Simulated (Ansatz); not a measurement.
Partial pair distribution functions of a relaxed model of amorphous Hf$_{18}$O$_{33}$N$_{2}$, broadened by 0.06 Å; density 9.17 g/cm³. Computed with PBE, scalar-relativistic without spin-orbit coupling (plane waves to 420 eV, PAW; Ansatz, a quantum-chemistry and plane-wave program).

It comes from a melt-quench run on a machine-learned potential (CHGNet), relaxed afterwards by DFT. O and N atoms were pushed apart under 1.9 Å during the dynamics, to hinder bonds among them. The hot cell started wider than the set density and was brought back towards it in steps. It is the lowest in DFT energy of 2 quenches. It is a model cell: composition and starting density were chosen by hand, and all elements were melted together. No dispersion term was used. Its density started from a set value of 9.17 and ended at 9.17 g/cm³. The simulated quench (nominally 450 K/ps over its main leg) is rapid and tends to freeze in more defects than a deposited or slowly cooled glass has. Values belong to this one cell and scatter from quench to quench. The volume was held where the preparation left it and the shape relaxed, at a PBE pressure of -1.1 GPa (tension). Stress components on the final sampling reach 1.1 GPa.

| r (Å) | g Hf-O | g Hf-N | g Hf-Hf | g O-O |
|---|---|---|---|---|
| 1.75 | 0.00 | 0.00 | 0.00 | 0.00 |
| 1.85 | 0.17 | 0.02 | 0.00 | 0.00 |
| 1.95 | 2.21 | 1.01 | 0.00 | 0.00 |
| 2.05 | 6.66 | 5.88 | 0.00 | 0.00 |
| 2.15 | 6.45 | 8.63 | 0.00 | 0.00 |
| 2.25 | 3.08 | 4.96 | 0.00 | 0.00 |
| 2.35 | 1.39 | 2.88 | 0.00 | 0.17 |
| 2.45 | 0.72 | 1.68 | 0.00 | 0.87 |
| 2.55 | 0.35 | 0.16 | 0.00 | 2.05 |
| 2.65 | 0.19 | 0.00 | 0.00 | 2.85 |
| 2.75 | 0.09 | 0.00 | 0.00 | 1.83 |
| 2.85 | 0.03 | 0.00 | 0.00 | 1.80 |
| 2.95 | 0.13 | 0.00 | 0.00 | 2.06 |
| 3.05 | 0.18 | 0.00 | 0.02 | 1.90 |
| 3.15 | 0.12 | 0.00 | 0.63 | 1.55 |
| 3.25 | 0.12 | 0.00 | 2.13 | 1.48 |
| 3.35 | 0.37 | 0.00 | 3.16 | 0.79 |
| 3.45 | 0.48 | 0.15 | 3.76 | 0.60 |
| 3.55 | 0.62 | 0.78 | 2.23 | 0.58 |
| 3.65 | 0.72 | 0.28 | 2.19 | 0.56 |
| 3.75 | 1.13 | 0.60 | 2.73 | 0.71 |
| 3.85 | 1.11 | 1.33 | 2.15 | 0.90 |
| 3.95 | 1.18 | 0.89 | 1.63 | 0.89 |
| 4.05 | 1.05 | 0.83 | 1.38 | 0.88 |
| 4.15 | 1.14 | 1.12 | 0.67 | 1.25 |
| 4.25 | 1.54 | 1.46 | 0.42 | 1.32 |

Within 2.78 Å each Hf has 6.00 O neighbours on average.
